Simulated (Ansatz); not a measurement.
Sr₃AsN (Pm-3m, No. 221; start mp-1013555) was calculated with G0W0@PBEsol (plane waves, hard PAW, contour deformation; Ansatz, a program for electronic structure).

The same calculation (at the PBEsol cell, 25.633 Å³/atom) with different numerical settings; throughout: k mesh 2×2×2:

```csv
run,response cutoff (eV),empty bands,quasiparticle gap on the mesh (eV),quasiparticle gap at Γ (eV),rough time
1,70,313,0.461,0.461,60 core-s
2,105,575,0.607,0.607,100 core-s
3,140,886,0.710,0.710,4 core-min
4,175,1238,0.771,0.771,10 core-min
5,210,1627,0.811,0.811,20 core-min
6,280,2505,___,___,70 core-min
```

Problem. What belongs in the gaps?

Solution. 
- 6, quasiparticle gap on the mesh (eV): 0.860
- 6, quasiparticle gap at Γ (eV): 0.860

In the column quasiparticle gap on the mesh (eV) the first row differs from the last by -0.399 and the next to last by -0.049.

The last row is no converged limit: other settings stay fixed.

Spin–orbit coupling is not included.

A start named mp-… is a Materials Project structure, which can be a computed phase never made.
